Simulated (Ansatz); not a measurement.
## What isotropic strain −0.89 % does to TiN

Take TiN in the rock salt structure (space group Fm-3m, No. 225; a = 4.233 Å; relaxed with 0.1 eV smearing) as the base.

It is then changed as follows: the cell is scaled by 0.9911 in all directions, atoms relaxed at fixed cell.

All numbers come from r2SCAN in Ansatz (plane waves to 500 eV, PAW, spin-orbit coupling left out). Settings: 23×23×23 k-points, 0.1 eV Fermi–Dirac smearing.

```csv
quantity,base,changed,shift
space group,Fm-3m (No. 225),Fm-3m (No. 225),–
shortest interatomic distance,2.117 Å,2.098 Å,-0.019 Å
energy relative to the base (free energy F),0 meV/atom,+6.4 meV/atom,+6.4 meV/atom
band gap,zero,zero,–
```

Stability against distortions was not tested. The final runs are not spin-polarised. An odd electron count without spin: TiN.

Ansatz is a program for electronic structure.
